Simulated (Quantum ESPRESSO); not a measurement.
Quantum ESPRESSO run on RbGeBiS₄ (P2_1/c, 28 atoms in the cell): self-consistent single point.

Method: LDA (PW92), PseudoDojo standard norm-conserving (LDA) pseudopotentials (plane waves; Quantum ESPRESSO).

```xyz
28
Lattice="6.5166 0.0000 0.0000 0.0000 6.7832 0.0000 -5.8140 0.0000 16.8136" Properties=species:S:1:pos:R:3 pbc="T T T"
Rb     1.6858     5.0408     0.5949
Rb     1.9238     1.6491     7.8119
Rb    -0.9832     1.7425    16.2187
Rb    -1.2212     5.1341     9.0016
Bi    -0.1025     4.6325     4.7188
Bi     3.7120     1.2409     3.6880
Bi     0.8050     2.1507    12.0948
Bi    -3.0095     5.5423    13.1255
Ge     0.4019     1.8568     2.6285
Ge     3.2077     5.2485     5.7783
Ge     0.3007     4.9264    14.1851
Ge    -2.5051     1.5348    11.0352
S      1.0029     2.2304     4.7246
S      2.6067     5.6220     3.6822
S     -0.3003     4.5528    12.0889
S     -1.9041     1.1612    13.1314
S     -2.0543     3.4611     6.0093
S      5.6638     0.0695     2.3974
S      2.7568     3.3221    10.8042
S     -4.9613     6.7137    14.4161
S     -2.0128     0.1426     6.2052
S      5.6224     3.5342     2.2016
S      2.7154     6.6406    10.6083
S     -4.9198     3.2490    14.6120
S      2.1984     1.6267     1.4255
S      1.4111     5.0183     6.9813
S     -1.4959     5.1565    15.3881
S     -0.7086     1.7649     9.8322
```

Reference input (self-consistent single point, DFT, LDA (PW92), plane waves, PseudoDojo standard norm-conserving (LDA) pseudopotentials): ecutwfc = 80 Ry; occupations = smearing; smearing = marzari-vanderbilt; degauss = 0.019992 Ry; potentials = {Rb: Rb.upf, Bi: Bi.upf, Ge: Ge.upf, S: S.upf}; K_POINTS = automatic 3 3 1 0 0 0; conv_thr = 1e-09 Ry; mixing_beta = 0.4. This run's input differs from it in these lines:

```diff
@@ -13,3 +13,3 @@
   ntyp = 4,
-  ecutwfc = 80,
+  ecutwfc = 48,
   occupations = 'smearing',
```

Log, with long lists cut:

```
     Self-consistent Calculation

     iteration #  1     ecut=    48.00 Ry     beta= 0.40

     Threshold (ethr) on eigenvalues was too large:
     Diagonalizing with lowered threshold

     total energy              =   -1936.45161560 Ry
     estimated scf accuracy    <       1.92269773 Ry

     iteration #  2     ecut=    48.00 Ry     beta= 0.40

     total energy              =   -1936.75781768 Ry
     estimated scf accuracy    <       0.29653991 Ry

     iteration #  3     ecut=    48.00 Ry     beta= 0.40

     total energy              =   -1936.79844787 Ry
     estimated scf accuracy    <       0.06318438 Ry

   [... 7 blocks of this kind left out ...]

     iteration # 11     ecut=    48.00 Ry     beta= 0.40

     total energy              =   -1936.80506945 Ry
     estimated scf accuracy    <          6.3E-09 Ry

     iteration # 12     ecut=    48.00 Ry     beta= 0.40
     End of self-consistent calculation

   [... 16 lines left out ...]

   [... 16 lines left out ...]

     the Fermi energy is     6.4040 ev

!    total energy              =   -1936.80506945 Ry
     estimated scf accuracy    <          9.1E-10 Ry
     smearing contrib. (-TS)   =       0.00000000 Ry
     internal energy E=F+TS    =   -1936.80506945 Ry

     convergence has been achieved in  12 iterations

     Forces acting on atoms (cartesian axes, Ry/au):

     atom    1 type  1   force =    -0.00085193   -0.00002620   -0.00005399
     atom    2 type  1   force =     0.00085193   -0.00002620    0.00005399
     atom    3 type  1   force =     0.00085193    0.00002620    0.00005399
     atom    4 type  1   force =    -0.00085193    0.00002620   -0.00005399
   [... lines left out ...]

     Total force =     0.076505     Total SCF correction =     0.000040

          total   stress  (Ry/bohr**3)                   (kbar)     P=     -468.53
  -0.00316778   0.00000000  -0.00000113         -466.00        0.00       -0.17
   0.00000000  -0.00318469   0.00000000            0.00     -468.48        0.00
  -0.00000113   0.00000000  -0.00320250           -0.17        0.00     -471.10

   JOB DONE.
```

The run converged in 12 iterations. Against the reference run the free energy rises by 1.22 eV/atom, the pressure goes from 0.40 to -46.85 GPa, the largest force hardly changes (0.485 to 0.487 eV/Å) and the gap on the mesh goes from 2.139 to 2.122 eV. The full log also holds: “c_bands:  1 eigenvalues not converged”.

The starting cell comes from a database of published, mostly measured structures (it also holds non-ambient and calculated ones), without a prior relaxation at this level. Its lattice was rescaled by a random factor within 2.5 % of one. Spin-orbit coupling is off. At the lowered cutoff the pressure carries the error of an incomplete plane-wave basis.

Cost on one core of a shared machine: roughly 10 min.
